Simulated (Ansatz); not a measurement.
**BaMnO3, response to strain**

Start from BaMnO₃ in the cubic perovskite structure (space group Pm-3m, No. 221; a = 3.881 Å; ferromagnetic; a cell from a computed database, its experimental status unchecked). Axes: x, y, z lie along the cube axes.

Strains are applied to the cell and any free atomic positions relax; under stress the whole cell relaxes.

Level of theory: PBEsol (Ansatz, an electronic-structure program, PAW, spin-orbit coupling left out).

Notes on the quantities. energy relative to the base: free energy F.

```csv
case,energy relative to the base,pressure,largest site moment,shortest interatomic distance,space group
base,0 meV/atom,0.0 GPa,2.41 μB,3.667 bohr,Pm-3m (No. 221)
isotropic strain −1.34 %,[?],[?],2.36 μB,3.618 bohr,Pm-3m (No. 221)
isotropic strain −1.20 %,+8.6 meV/atom,6.9 GPa,2.36 μB,3.623 bohr,Pm-3m (No. 221)
uniaxial strain ε_zz = +4.12 %,+15 meV/atom,-6.0 GPa,2.46 μB,3.667 bohr,P4/mmm (No. 123)
"uniaxial stress, 0.5 GPa compression along x",0.0 meV/atom,–,2.41 μB,3.659 bohr,P4/mmm (No. 123)
```

Q: What belongs in the blanks?

A: 
- isotropic strain −1.34 %, energy relative to the base: +11 meV/atom
- isotropic strain −1.34 %, pressure: 7.8 GPa

Without a gap, meshes like the base's 12×12×12 leave anisotropic stresses uncertain by several tenths of a GPa, and small strain energies with them. Stability under load was not tested beyond the relaxation. No Hubbard U is applied and the magnetic state is the run's own (BaMnO3 ferromagnetic); other magnetic orders, which need larger cells, were not tried and can change the gap. Many cubic perovskites are stable only at high temperature; tilts and polar distortions were not tested.
